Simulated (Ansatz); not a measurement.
Take Pd in the fcc (Cu type) structure (space group Fm-3m, No. 225; a = 3.878 Å; relaxed with 0.1 eV smearing) as the base. Axes: x, y, z lie along the cube axes.

Calculations: plane-wave PAW DFT at the PBEsol level (Ansatz, an electronic-structure program, 420 eV), without spin-orbit coupling.

Now apply this change: every lattice vector is shortened by 1.00 %, atoms relaxed at fixed cell.

Problem. Predict the stress tensor and what it implies for the stiffness.

Solution. Stress of the strained cell less that of the base (GPa, compression positive):
```
    6.6     0.0     0.0
    0.0     6.6     0.0
    0.0     0.0     6.6
```

Then B = −ΔP/(ΔV/V₀) with ΔV/V₀ = -0.0297 gives secant stiffness values (nonlinear terms included at this strain): B ≈ 223 GPa.

As a check, the harmonic strain energy −½ V₀ Δσ:ε is 9.0 meV/atom; the computed energy rise is 8.7 meV/atom.

No phonon test of stability was made. The final runs are not spin-polarised.
